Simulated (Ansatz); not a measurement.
## monoclinic HfO2: the defect S_O

These are PBE, PAW (plane waves to 420 eV; Ansatz, a first-principles code) values and carry that method's errors. The supercell holds 96 host sites (2×2×2 repeats of the unit cell), with a 2×2×2 shifted k-point sampling for the final energies. Site at the start: the O(1,3-fold) site. Energies of charged states are corrected for periodic images (point charge plus alignment at distant sites). Dielectric constants: PBE linear response of the host. Host gap at this level: 4.04 eV. These values are not converged in cell size to better than tenths of an eV. Levels are measured in PBE's own, too narrow, gap. Spin–orbit coupling is left out, which matters for these heavy elements. Each state is the lowest found from its start.

Formation energies E_f are given with the Fermi level at the valence-band maximum. Chemical conditions: Hf-rich (Δμ(O) = -5.19 eV, Δμ(S) = -3.08 eV, bounded by Hf2S (P6_3/mmc); only phases computed here count, gases as isolated molecules at 0 K). Reference phases: O: O2 molecule in a box, S: S8 molecule in a box.

```
charge         moment (μB)  point group  largest move off a lattice site (Å)  image correction with alignment (eV)  E_f, Hf-rich (eV)
------  ------------------  -----------  -----------------------------------  ------------------------------------  -----------------
+1                     1.0           C1                                 1.03                                  0.20               2.22
0       not spin-polarised           C1                                 0.69                                  0.00               2.89
−1*               quenched           C1                                 0.66                                     –                  –
```

* At this level the carrier isn't localised at the defect: at charge −1 electrons occupy the conduction band. Such a state is shallow or no state of the defect, and this cell gives it no level.

Point groups are those of the whole cell at tolerances of 0.03 and 0.1 Å ("near" where only the looser one holds); none is given for unsettled states.

Starting moments that weren't kept: charge −1 began with 1 μB and ended with 0.0.

Transition levels above the valence-band maximum: ε(+1/0) = 0.67 eV. On the lower envelope of the bound states, inside the gap: (+1/0) at 0.67 eV.

Flagged in the runs: a host whose relaxation on this sampling wasn't shown to rest.

All states together cost about 9 core-hours (a rough figure).
